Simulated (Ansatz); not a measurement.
The parent structure is SiC in the wurtzite structure (space group P6_3mc, No. 186; a = 3.076 Å, c = 5.048 Å). Axes: x lies along a and z along c of the hexagonal cell.

Level of theory: Ansatz (an electronic-structure program), PBEsol, PAW, cutoff 420 eV, without spin-orbit coupling.

Strains are applied to the cell and any free atomic positions relax; under biaxial strain the out-of-plane vector relaxes too.

One change was made to it. Results:

| quantity | base | after |
|---|---|---|
| volume per atom | 10.34 Å³ | 10.91 Å³ |
| band gap | 2.12 eV | 2.20 eV |
| valence-band top at Γ (three highest levels, from the VBM) | 0.00, 0.00, -0.11 eV | 0.00, -0.17, -0.17 eV |
| width of the top valence band | 3.93 eV | 3.70 eV |

**Question.** Name the change that was made.
A) biaxial strain +1.80 %, plane normal [001], relaxed out of plane
B) biaxial strain +0.60 %, plane normal [001], relaxed out of plane
C) biaxial strain +2.40 %, plane normal [001], relaxed out of plane
D) biaxial strain +3.00 %, plane normal [001], relaxed out of plane

**Answer.** D, biaxial strain +3.00 %, plane normal [001], relaxed out of plane. For comparison, the valence-band top at Γ in the other runs: biaxial strain +1.80 %, plane normal [001], relaxed out of plane gives 0.00, -0.08, -0.08 eV; biaxial strain +2.40 %, plane normal [001], relaxed out of plane gives 0.00, -0.13, -0.13 eV; biaxial strain +0.60 %, plane normal [001], relaxed out of plane gives 0.00, 0.00, -0.04 eV.

Whether these cells are dynamically stable was not tested.
